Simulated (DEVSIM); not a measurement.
Structure: abrupt Ge n-p junction, at 300 K.

Layer 1 from the left is Ge, thickness (μm) 84.0, Nd (cm⁻³) 1.2e17, τn (s) 8.9e-6, τp (s) 8.9e-6. Layer 2 from the left is Ge, thickness (μm) 1.10, Na (cm⁻³) 3.3e16, τn (s) 8.9e-6, τp (s) 8.9e-6.

Left contact: ohmic. Right contact: ohmic. Voltage is applied to the left contact. Recombination: SRH at mid-gap, Auger. Mobility is constant in doping.

The device is made up for the run: typed textbook-type constants, with dimensions and the other settings drawn at random. Values at 300 K.

Ge: gap (eV) 0.664, affinity (eV) 4, permittivity 16, Nc (cm⁻³) 1.04e19, Nv (cm⁻³) 6e18, μn (cm²/Vs) 3900, μp (cm²/Vs) 1900, Cn (cm⁶/s) 1e-31, Cp (cm⁶/s) 1e-31.

### Question
Estimate by hand the built-in potential, the peak field at zero bias, and compare with a numerical solution.

### Answer

- Built-in potential: ni = √(Nc Nv) exp(−Eg/2kT) = 2.09e13 cm⁻³ with Eg = 0.664 eV; Vbi = kT/q ln(Na Nd/ni²) = 0.414 V; numerical 0.414 V.
- Peak field at zero bias: depletion approximation: W = √(2εVbi/(qN)) = 0.168 μm with N = 2.59e16 cm⁻³; field = 2Vbi/W = 49200 V/cm; numerical 46200 V/cm (estimate above by 6.6 %).

DEVSIM, 1D drift-diffusion, Boltzmann statistics, complete ionisation; no tunnelling, impact ionisation, image-force lowering or self-heating.
